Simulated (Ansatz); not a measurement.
Base system: SiC (space group P6_3mc, No. 186; a = 3.078 Å, c = 10.076 Å).

Calculations: plane-wave PAW DFT at the r2SCAN level (Ansatz, a quantum-chemistry and plane-wave program, 500 eV), no spin-orbit coupling.

Before the change:

```
Item                            Result
-----------------------------  -------
Smallest direct gap            3.78 eV
Band gap                       2.60 eV
Width of the top valence band  2.55 eV
```

Perturbation: an isotropic linear strain of +2.61 %, atoms relaxed at fixed cell.

Problem. Predict the new smallest direct gap, energy relative to the base, band gap and width of the top valence band.

Solution. The smallest direct gap drops by 0.064 eV to 3.71 eV; the energy increases by 42 meV/atom; the band gap drops by 0.04 eV (2.60 eV → 2.56 eV); the width of the top valence band drops by 0.12 eV (2.55 eV → 2.43 eV).

Stability against distortions was not tested.
